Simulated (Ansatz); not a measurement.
The parent structure is BAs in the zinc blende structure (space group F-43m, No. 216; a = 4.784 Å).

All numbers come from r2SCAN, PAW, 500 eV (Ansatz, a first-principles code; without spin-orbit coupling).

Before the change:

| Quantity | Result |
|---|---|
| Gap character | indirect, Γ → Γ–X (76 % along) |
| Hole mass | 0.21, 0.22, 0.22 mₑ (at Γ) |
| Band gap | 1.38 eV |

Perturbation: Bi takes the place of As on all its sites, then cell and atoms are relaxed.

### Question
Predict the new gap character, hole mass and band gap.

### Answer
The gap character goes from indirect, Γ → Γ–X (76 % along) to direct at Γ; the hole mass (degenerate bands, along [100]) becomes 0.025, 0.21, 0.21 mₑ (at Γ) (base: 0.21, 0.22, 0.22 mₑ (at Γ)); the band gap shrinks by 0.99 eV, from 1.38 eV to 0.39 eV.

With Bi present, leaving out spin-orbit coupling can change the band edges. Effective masses come from finite differences of ±0.01 Å⁻¹. Stability against distortions was not tested. As relaxed here, BiB is a hypothetical phase, not in the database extracts checked.
